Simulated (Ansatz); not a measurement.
Start from Si in the diamond structure (space group Fd-3m, No. 227; a = 5.444 Å). Axes: x, y, z lie along the cube axes.

Method: Kohn–Sham DFT with the r2SCAN functional, run in Ansatz (an electronic-structure program) with PAW and 500 eV plane waves, spin-orbit coupling left out.

For the base:

- Valley order: a point along ⟨100⟩, about 1.0 Å⁻¹ from Γ 0.78 eV; L along ⟨111⟩ 1.84 eV
- Shortest interatomic distance: 2.357 Å

One thing is altered: uniaxial strain ε_zz = +2.00 %, all other strain components held at zero, atoms relaxed at fixed cell.

Q: What does the calculation give for the stress after the change?

A: The stress (xx, yy, zz, yz, xz, xy; compression positive) comes out as (-1.14, -1.14, -3.30, 0.00, 0.00, 0.00) GPa.

Q: What happens to the valley order?

A: The valley order (the lowest conduction-band minima on the path, energy above the VBM, named in the base's zone) changes from a point along ⟨100⟩, about 1.0 Å⁻¹ from Γ 0.78 eV; L along ⟨111⟩ 1.84 eV to a point along [100], about 0.9 Å⁻¹ from Γ 0.70 eV; a point along [001], about 1.0 Å⁻¹ from Γ 0.88 eV; L along [1-11] 1.70 eV.

Q: What happens to the shortest interatomic distance?

A: The shortest interatomic distance increases by 0.016 Å (2.357 Å → 2.373 Å).

The levels and masses belong to the bands next to the band gap. No phonon test of stability was made.
